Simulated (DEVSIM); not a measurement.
Structure: Pd/Si3N4/n-Ge capacitor, at 300 K.

```
layer (left to right)  material  thickness (nm)  Nd (cm⁻³)
---------------------  --------  --------------  ---------
1                         Si3N4            8.10          -
2                            Ge             540       6e16
```

Metal gate on the left, work function 5.2 eV. Fixed charge at the semiconductor interface 5.3e11 cm⁻² (in units of +e); no interface traps.

The device is made up for the run: typed textbook-type constants, with dimensions and the other settings drawn at random. Values at 300 K.

```tsv
parameter	Si3N4	Ge
gap (eV)	5.1	0.664
affinity (eV)	2.1	4
permittivity	7.5	16
Nc (cm⁻³)	-	1.04e19
Nv (cm⁻³)	-	6e18
```

DEVSIM, 1D Poisson equation in equilibrium, Boltzmann statistics, complete ionisation; no quantum confinement or tunnelling. Metal contacts follow the ideal Schottky-Mott rule: no Fermi-level pinning, no interface dipoles.

**Question.** Give the band bending (positive: bands bend down) and minority sheet density.

**Answer.** 
```csv
Vg (V),ψs (V),minority carriers (cm⁻²)
0.1,-0.527,1.0e12
0.4,-0.428,4.0e10
0.7,-0.183,< 1e8
1,0.018,< 1e8
1.3,0.104,< 1e8
```
